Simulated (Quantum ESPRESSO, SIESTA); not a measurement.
A Quantum ESPRESSO input for a self-consistent single point of Ge (Fd-3m, 2 atoms in the cell) (DFT, PBEsol, plane waves, PSlibrary ultrasoft (PBE) pseudopotentials):

```fortran
&CONTROL
    calculation = 'scf',
    prefix = 'pwscf',
    outdir = './work',
    pseudo_dir = './',
    tprnfor = .true.,
    tstress = .true.,
/
&SYSTEM
    ibrav = 2,
    A = 5.6402340000,
    nat = 2,
    ntyp = 1,
    ecutwfc = 30,
    ecutrho = 180,
    occupations = 'smearing',
    smearing = 'fd',
    degauss = 0.0073499,
    input_dft = 'pbesol',
/
&ELECTRONS
    conv_thr = 1.0d-10,
/
ATOMIC_SPECIES
Ge    72.6300  Ge.pbe-n-rrkjus_psl.1.0.0.UPF
ATOMIC_POSITIONS {crystal}
Ge    0.5000000000    0.5000000000    0.5000000000
Ge    0.7500000000    0.7500000000    0.7500000000
K_POINTS {automatic}
8 8 8  0 0 0
```

Problem. Give the SIESTA input for the same structure, mesh, smearing and functional.

Solution. One input that does it (others would too):

```
# files in the folder: Ge.psml (PseudoDojo PBEsol standard)
SystemName  Ge
SystemLabel Ge

NumberOfAtoms                2
NumberOfSpecies              1
%block ChemicalSpeciesLabel
  1 32 Ge
%endblock ChemicalSpeciesLabel
LatticeConstant              1.0 Ang
%block LatticeVectors
     0.000000000    2.820117000    2.820117000
     2.820117000    0.000000000    2.820117000
     2.820117000    2.820117000    0.000000000
%endblock LatticeVectors
AtomicCoordinatesFormat      Ang
%block AtomicCoordinatesAndAtomicSpecies
     2.820117000    2.820117000    2.820117000  1
     4.230175500    4.230175500    4.230175500  1
%endblock AtomicCoordinatesAndAtomicSpecies

XC.functional                GGA
XC.authors                   PBEsol
PAO.BasisSize                DZP
PAO.EnergyShift              0.01 Ry
MeshCutoff                   400 Ry
%block kgrid.MonkhorstPack
    8   0   0  0.0
    0   8   0  0.0
    0   0   8  0.0
%endblock kgrid.MonkhorstPack
OccupationFunction           FD
ElectronicTemperature        100.0 meV

MaxSCFIterations             150
SCF.Mixer.Method             Broyden
SCF.Mixer.Weight             0.2
SCF.Mixer.History            6
SCF.DM.Tolerance             1.0E-04
Diag.ParallelOverK           true
WriteForces                  true
Charge.Mulliken              end
```

Basis settings and potentials, where a program has them, do not carry over. This input uses DFT, GGA PBEsol, numerical atomic orbitals DZP, PseudoDojo PBEsol standard norm-conserving potentials (rewritten from UPF to PSML). Both were run: pressure 2.28 GPa in Quantum ESPRESSO and 2.88 in SIESTA.

On Quantum ESPRESSO: the starting cell comes from a database of computed structures (which also holds hypothetical and non-ambient phases and stackings), without a prior relaxation at this level. Its lattice was rescaled by a random factor within 2.5 % of one.

On SIESTA: the starting cell comes from a database of computed structures (which also holds hypothetical and non-ambient phases and stackings), without a prior relaxation at this level. Its lattice was rescaled by a random factor within 2.5 % of one. Values carry the incompleteness of an atom-centred basis.
